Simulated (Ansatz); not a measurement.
## Fermi-surface data of WSi$_{2}$ under load (space group I4/mmm)

Consider the following.

```
WSi2
1.0
   -1.57854     1.57854     3.86479
    1.57854    -1.57854     3.86479
    1.57854     1.57854    -3.86479
Si W
2 1
Direct
  0.33383   0.33383   0.00000
  0.66617   0.66617   0.00000
  0.00000   0.00000   0.00000
```

Computed with PBEsol, rigid bands (plane waves, PAW, scalar-relativistic; Ansatz, a quantum-chemistry and plane-wave program). Condition of this run: hydrostatic pressure 10 GPa (the target of the relaxation). Cell: cell and atoms relaxed with PBEsol, then loaded as said.

```yaml
density of states at the Fermi level: 0.223 states/(eV·cell), both spins
bare Sommerfeld coefficient: 0.175 mJ/(mol of atoms·K²)
drude_plasma_energy: 2.8 (x), 2.8 (y), 3.2 (z) eV
root-mean-square Fermi velocity: 7.6e5 m/s
resistivity times τ: 63 (x), 63 (y), 46 (z) ×10⁻²² Ω·m·s
```

A metal at this level (no band gap); rigid bands, thermally averaged at 300 K, both spins. Spin-orbit coupling is left out, which matters with elements this heavy. τ is one relaxation time for all states.
